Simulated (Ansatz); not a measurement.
## Ir: uniaxial strain ε_zz = +3.14 %

Base system: Ir in the fcc (Cu type) structure (space group Fm-3m, No. 225; a = 3.831 Å; relaxed with 0.1 eV smearing). Axes: x, y, z lie along the cube axes.

Modification: the cell is stretched by 3.14 % along z with no lateral relaxation; the atoms relax in the strained cell.

Level of theory: PBEsol, PAW, 420 eV (Ansatz, an electronic-structure program; no spin-orbit coupling), earlier PAW set. Γ-centred 29×29×29 mesh, Fermi–Dirac width 0.1 eV.

```tsv
quantity	base	changed	shift
volume per atom	14.06 Å³	14.50 Å³	+0.44 Å³
space group	Fm-3m (No. 225)	I4/mmm (No. 139)	–
shortest interatomic distance	2.709 Å	2.709 Å	0.000 Å
energy relative to the base (free energy F)	0 meV/atom	+26 meV/atom	+26 meV/atom
pressure (mean of the normal stresses, compression positive)	0.0 GPa	-10.8 GPa	-10.8 GPa
band gap	zero	zero	–
stress (xx, yy, zz, yz, xz, xy; compression positive)	–	(-7.1, -7.1, -18.2, 0.0, 0.0, 0.0) GPa	–
```

Final structure:

```
Ir
1.0
    0.00000     1.91545     1.97560
    1.91545     0.00000     1.97560
    1.91545     1.91545     0.00000
Ir
1
Cartesian
  0.00000   0.00000   0.00000
```

Stability against distortions was not tested. The final runs are not spin-polarised.
